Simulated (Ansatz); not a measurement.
Input and output of a self-consistent single point for PbO2 (P4_2/mnm, 6 atoms in the cell) (Ansatz, a program for electronic structure).

Method of the run: PBE (plane waves, PAW; Ansatz).

The change in words: lattice scaled by 0.98. Reference geometry:
```xyz
6
Lattice="5.0629 0.0000 0.0000 0.0000 5.0629 0.0000 0.0000 0.0000 3.4554" Properties=species:S:1:pos:R:3 pbc="T T T"
Pb     0.0000     0.0000     0.0000
Pb     2.5314     2.5314     1.7277
O      1.5565     1.5565     0.0000
O      3.5064     3.5064     0.0000
O      0.9750     4.0879     1.7277
O      4.0879     0.9750     1.7277
```

Reference input (self-consistent single point, DFT, PBE, plane waves, default PAW files): basis.ecutwfc = 30.9 Ry; kpoints.mp_grid.grid = 5 5 7; hamiltonian.xc = pbe; hamiltonian.pseudopotentials = {kind: paw} (the program's default PAW files); scf.occupations.method = gaussian; scf.occupations.width = 0.0147 Ry. This run's input differs from it in these lines:

```diff
@@ -2,5 +2,5 @@
   lattice:
-    - [5.062891, 0.000000, 0.000000]
-    - [0.000000, 5.062891, 0.000000]
-    - [0.000000, 0.000000, 3.455362]
+    - [4.961633, 0.000000, 0.000000]
+    - [0.000000, 4.961633, 0.000000]
+    - [0.000000, 0.000000, 3.386255]
   atoms:
```

Output, abridged:

```
SCF iter   1: F=—  HF=-26077.322504 eV  |F-HF|=—  |Δ(HF+E_count)|=         —  Δρ=3.30e-3  dr2=6.40e-3  ethr=1.77e-3  ⟨swp⟩=6.1  Hψ=3404  notcnv=0
all-band conjugate gradients solve this SCF's bands
preconditioner: auto → Resta (q_TF=auto, 2.522 Å⁻¹)
SCF iter   2: F=—  HF=-26077.323078 eV  |F-HF|=—  |Δ(HF+E_count)|=   5.74e-4  Δρ=1.48e-3  dr2=9.54e-4  ethr=1.23e-5  ⟨swp⟩=2.0  Hψ=1573  notcnv=0
SCF iter   3: F=—  HF=-26077.323333 eV  |F-HF|=—  |Δ(HF+E_count)|=   2.55e-4  Δρ=6.87e-4  dr2=3.41e-4  ethr=1.83e-6  ⟨swp⟩=2.5  Hψ=1032  notcnv=0
SCF iter   4: F=—  HF=-26077.323502 eV  |F-HF|=—  |Δ(HF+E_count)|=   1.69e-4  Δρ=1.17e-4  dr2=1.20e-5  ethr=6.56e-7  ⟨swp⟩=2.1  Hψ=1175  notcnv=0
SCF iter   5: F=—  HF=-26077.323336 eV  |F-HF|=—  |Δ(HF+E_count)|=   1.67e-4  Δρ=2.58e-5  dr2=5.19e-7  ethr=2.30e-8  ⟨swp⟩=2.5  Hψ=1393  notcnv=0
SCF iter   6: F=-26077.323336 eV  HF=-26077.323336 eV  |F-HF|=1.96e-8  |Δ(HF+E_count)|=   6.33e-7  Δρ=5.10e-6  dr2=2.67e-8  ethr=1.92e-10  ⟨swp⟩=10.8  Hψ=4298  notcnv=0
SCF 1 converged in 6 iterations: F = -26077.323336 eV  dr2 = 2.67e-8
Free energy (F): -26077.323336 eV
Internal energy: -26077.318715 eV  (E = F + TS)
E sigma→0 (E₀):  -26077.321026 eV
Entropy (-TS):   -0.004622 eV (-0.770 meV/atom)
Fermi energy:    8.325832 eV
--- Forces (eV/Å), atoms counted from 1 ---
  atom   1  Pb     0.00000000    -0.00000000     0.00000000
  atom   2  Pb     0.00000000     0.00000000     0.00000000
  atom   3  O     -0.06296377    -0.06296377     0.00000000
  atom   4  O      0.06296377     0.06296377     0.00000000
  atom   5  O      0.06296377    -0.06296377     0.00000000
  atom   6  O     -0.06296377     0.06296377     0.00000000
--- Stress (GPa, compression-positive) ---
        8.150664       0.000000       0.000000
        0.000000       8.150664       0.000000
        0.000000       0.000000      10.289105
  P = ⅓ Tr σ = 8.8635 GPa (88.635 kbar)
  The stress holds the Pulay correction. Without it, at fixed plane waves, as pw.x and ABINIT print it: P = 8.2862 GPa
```

The run converged in 6 iterations. Against the reference run the free energy goes up by 23.2 meV/atom, the pressure goes from 0.22 to 8.86 GPa and the largest force goes from 0.048 to 0.089 eV/Å.

The starting cell comes from a database of computed structures (which also holds hypothetical and non-ambient phases and stackings), without a prior relaxation at this level. Its lattice was rescaled by a random factor within 2.5 % of one. For this run, on top of that: lattice scaled by 0.98. With a pressure of about 9 GPa the cell is away from its equilibrium volume at this level. Ansatz's pressure includes its estimate of the finite-basis (Pulay) stress. Without the estimate this run gives 8.29 GPa. A gap is left out here, as mesh or smearing make it unsure.

Keys are those of Ansatz 0.2.
